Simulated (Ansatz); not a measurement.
## A short convergence ladder for SrZn₂Sb₂ (P-3m1, 5 atoms in the cell)

```
CELL_PARAMETERS angstrom
      4.49932     0.00000     0.00000
     -2.24966     3.89653     0.00000
      0.00000     0.00000     7.71668
ATOMIC_POSITIONS crystal
  Sr 0.00000 0.00000 0.00000
  Zn 0.66667 0.33333 0.36615
  Zn 0.33333 0.66667 0.63385
  Sb 0.33333 0.66667 0.27203
  Sb 0.66667 0.33333 0.72797
```

Base method: LDA (PW92), default PAW files made with PBE (plane waves; Ansatz, an electronic-structure program).

Base settings: basis.ecutwfc = 30.9 Ry; kpoints.mp_grid.grid = 8 8 4; hamiltonian.xc = lda; hamiltonian.pseudopotentials = {kind: paw} (the program's default PAW files); scf.occupations.method = fermi_dirac; scf.occupations.width = 0.0073 Ry.

Core times come from one kind of shared machine, to one figure; runs under 30 s give none.

**Zone-centre phonons against the cutoff**

In this ladder: phonons.method = dfpt.

The mesh stays at the base's, so the ladder's end is converged at best in this setting alone.

Frequencies are those of the unrelaxed cell, without the LO-TO term of polar crystals.

Only quantities that move along the ladder and can be compared are tabulated.

```csv
basis.ecutwfc,highest zone-centre frequency (cm⁻¹),lowest optical frequency (cm⁻¹),core time / last (rough)
15.4 Ry,208.1,61.6,0.10
21.7 Ry,161.3,35.8,0.2
30.9 Ry,160.6,37.3,0.2
46.3 Ry,160.5,37.3,1
```

Coarsest basis.ecutwfc that holds the lowest optical frequency within 10 cm⁻¹ of the last step, with all finer ones: 21.7 Ry, at about 0.2 of the last step's time; the step before is off by 24 cm⁻¹.

Coarsest basis.ecutwfc that holds the highest zone-centre frequency within 10 cm⁻¹ of the last step, with all finer ones: 21.7 Ry, at about 0.2 of the last step's time; the step before is off by 48 cm⁻¹.

On the base run: the starting cell comes from a database of computed structures (which also holds hypothetical and non-ambient phases and stackings), without a prior relaxation at this level. Its lattice was rescaled by up to half a per cent. The run gives no clean gap (levels at the Fermi energy touch, overlap or are partly filled at this smearing), which alone does not show that the compound is a metal.

Keys are those of Ansatz 0.2.
